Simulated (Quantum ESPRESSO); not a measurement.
Input and output of a self-consistent single point for ZrC (Fm-3m, 2 atoms in the cell) (Quantum ESPRESSO).

Level of theory: rVV10, SSSP 1.1.2 efficiency (PBE) pseudopotentials (plane waves; Quantum ESPRESSO).

```yaml
crystal:
  lattice:
    - [0.00000, 2.33311, 2.33311]
    - [2.33311, 0.00000, 2.33311]
    - [2.33311, 2.33311, 0.00000]
  atoms:
    - { symbol: Zr, position: [0.00000, 0.00000, 0.00000] }
    - { symbol: C, position: [0.50000, 0.50000, 0.50000] }
```

Reference input (self-consistent single point, DFT, PBE, plane waves, SSSP 1.1.2 efficiency (PBE) pseudopotentials): ecutwfc = 45 Ry; ecutrho = 360 Ry; occupations = smearing; smearing = methfessel-paxton; degauss = 0.0147 Ry; potentials = {Zr: Zr_pbe_v1.uspp.F.UPF, C: C.pbe-n-kjpaw_psl.1.0.0.UPF}; K_POINTS = automatic 10 10 10 0 0 0; conv_thr = 1e-10 Ry; mixing_beta = 0.7. This run's input differs from it in these lines:

```diff
@@ -17,2 +17,3 @@
   degauss = 0.0147
+  input_dft = 'rvv10'
 /
```

Log, with long lists cut:

```
     Self-consistent Calculation

     iteration #  1     ecut=    45.00 Ry     beta= 0.70

     negative rho (up, down):  6.199E-02 0.000E+00

     total energy              =    -117.65375528 Ry
     estimated scf accuracy    <       0.72700430 Ry

     iteration #  2     ecut=    45.00 Ry     beta= 0.70

     negative rho (up, down):  6.209E-02 0.000E+00

     total energy              =    -117.80342890 Ry
     estimated scf accuracy    <       1.49275541 Ry

     iteration #  3     ecut=    45.00 Ry     beta= 0.70

     negative rho (up, down):  6.230E-02 0.000E+00

     total energy              =    -118.03884644 Ry
     estimated scf accuracy    <       0.01104513 Ry

   [... 9 blocks of this kind left out ...]

     iteration # 13     ecut=    45.00 Ry     beta= 0.70

     negative rho (up, down):  6.324E-02 0.000E+00

     total energy              =    -118.04238373 Ry
     estimated scf accuracy    <          1.5E-09 Ry

     iteration # 14     ecut=    45.00 Ry     beta= 0.70

     negative rho (up, down):  6.324E-02 0.000E+00
     End of self-consistent calculation

     the Fermi energy is    15.5096 ev

!    total energy              =    -118.04238373 Ry
     estimated scf accuracy    <          4.3E-11 Ry
     smearing contrib. (-TS)   =       0.00004132 Ry
     internal energy E=F+TS    =    -118.04242505 Ry

     convergence has been achieved in  14 iterations

     negative rho (up, down):  6.324E-02 0.000E+00

     Forces acting on atoms (cartesian axes, Ry/au):

     atom    1 type  1   force =     0.00000000    0.00000000    0.00000000
     atom    2 type  2   force =     0.00000000    0.00000000   -0.00000000

     Total force =     0.000000     Total SCF correction =     0.000000

     negative rho (up, down):  6.324E-02 0.000E+00
          total   stress  (Ry/bohr**3)                   (kbar)     P=      102.47
   0.00069658  -0.00000000  -0.00000000          102.47       -0.00       -0.00
  -0.00000000   0.00069658  -0.00000000           -0.00      102.47       -0.00
  -0.00000000  -0.00000000   0.00069658           -0.00       -0.00      102.47

   JOB DONE.
```

The run converged in 14 iterations. Against the reference run the pressure goes from 6.25 to 10.25 GPa.

The starting cell comes from a database of computed structures (which also holds hypothetical and non-ambient phases and stackings), without a prior relaxation at this level. Its lattice was rescaled by a random factor within 2.5 % of one. With a pressure of about 10 GPa the cell is away from its equilibrium volume at this level.
